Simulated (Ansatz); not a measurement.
The parent structure is HgS (space group P3_221, No. 154; a = 4.4667 Å, c = 9.7591 Å; made of chains). Axes: x lies along a and z along c of the hexagonal cell.

The values are results of Ansatz (a quantum-chemistry and plane-wave program), PBE, PAW, cutoff 420 eV, spin-orbit coupling left out, earlier PAW set, not measurements.

For the base:

| Quantity | Value |
|---|---|
| Electron mass | 0.43 mₑ along c, 1.2 mₑ across (at Γ) |
| Pressure | 0.00 GPa |

Modification: tensile biaxial strain of 0.64 % in the plane normal to [001], as in epitaxy on a mismatched substrate; the out-of-plane cell vector and the atoms relax.

### Question
What does the calculation give for the electron mass after the change?

### Answer
The electron mass goes from 0.43 mₑ along c, 1.2 mₑ across (at Γ) to 0.43 mₑ out of plane, 1.2 mₑ in plane (at Γ).

### Question
What does the calculation give for the pressure after the change?

### Answer
The pressure (mean of the normal stresses, compression positive) hardly moves (0.00 GPa against -0.06 GPa).

Spin-orbit coupling, missing from the scalar runs, can matter with Hg. The levels and masses belong to the bands next to the band gap. Effective masses come from finite differences of ±0.01 Å⁻¹. Stability against distortions was not tested. No dispersion term is included, though the crystal is made of layers, chains or molecules, so its spacings can come out too wide.
